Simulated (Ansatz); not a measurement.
**Response to strain in ScCu2**

The reference is ScCu2 (space group I4/mmm, No. 139; a cell from a computed database, its experimental status unchecked).

```yaml
crystal:
  lattice:
    - [-1.62573, 1.62573, 4.12119]
    - [1.62573, -1.62573, 4.12119]
    - [1.62573, 1.62573, -4.12119]
  atoms:
    - { symbol: Sc, position: [0.00000, 0.00000, 0.00000] }
    - { symbol: Cu, position: [0.67418, 0.67418, 0.00000] }
    - { symbol: Cu, position: [0.32582, 0.32582, 0.00000] }
```

Cartesian axes are those of the cell as printed.

Strains are applied to the cell and any free atomic positions relax; under biaxial strain the out-of-plane vector relaxes too; under stress the whole cell relaxes.

Method: PBEsol in Ansatz (plane waves to 420 eV, PAW, without spin-orbit coupling).

Notes on the quantities. energy relative to the base: free energy F; pressure: mean of the normal stresses, compression positive.

```json
[
 {"change": "base", "energy relative to the base": "0 meV/atom", "pressure": "0.0 GPa", "shortest interatomic distance": "2.617 Å"},
 {"change": "biaxial strain −1.98 %, plane normal [001], relaxed out of plane", "energy relative to the base": "+6.0 meV/atom", "pressure": "2.2 GPa", "shortest interatomic distance": "2.566 Å"},
 {"change": "biaxial strain +0.87 %, plane normal [001], relaxed out of plane", "energy relative to the base": "+1.1 meV/atom", "pressure": "-0.9 GPa", "shortest interatomic distance": "2.640 Å"},
 {"change": "isotropic strain −3.62 %", "energy relative to the base": "+70 meV/atom", "pressure": "16.3 GPa", "shortest interatomic distance": "2.524 Å"},
 {"change": "uniaxial strain ε_xx = −3.62 %", "energy relative to the base": "+8.9 meV/atom", "pressure": "4.5 GPa", "shortest interatomic distance": "2.571 Å"},
 {"change": "uniaxial strain ε_xx = +2.47 %", "energy relative to the base": "+3.8 meV/atom", "pressure": "-2.6 GPa", "shortest interatomic distance": "2.650 Å"},
 {"change": "uniaxial strain ε_yy = +2.70 %", "energy relative to the base": "+4.6 meV/atom", "pressure": "-2.8 GPa", "shortest interatomic distance": "2.653 Å"},
 {"change": "uniaxial strain ε_yy = +3.85 %", "energy relative to the base": "+9.2 meV/atom", "pressure": "-3.9 GPa", "shortest interatomic distance": "2.669 Å"},
 {"change": "uniaxial stress, 3 GPa compression along z", "energy relative to the base": "+2.9 meV/atom", "pressure": "–", "shortest interatomic distance": "2.637 Å"},
 {"change": "tensor shear ε_xy = −0.55 %", "energy relative to the base": "+0.6 meV/atom", "pressure": "0.0 GPa", "shortest interatomic distance": "2.606 Å"}
]
```

Without a gap, meshes like the base's 20×20×20 leave anisotropic stresses uncertain by several tenths of a GPa, and small strain energies with them. Stability under load was not tested beyond the relaxation. The final runs are not spin-polarised.

Ansatz is a first-principles code.
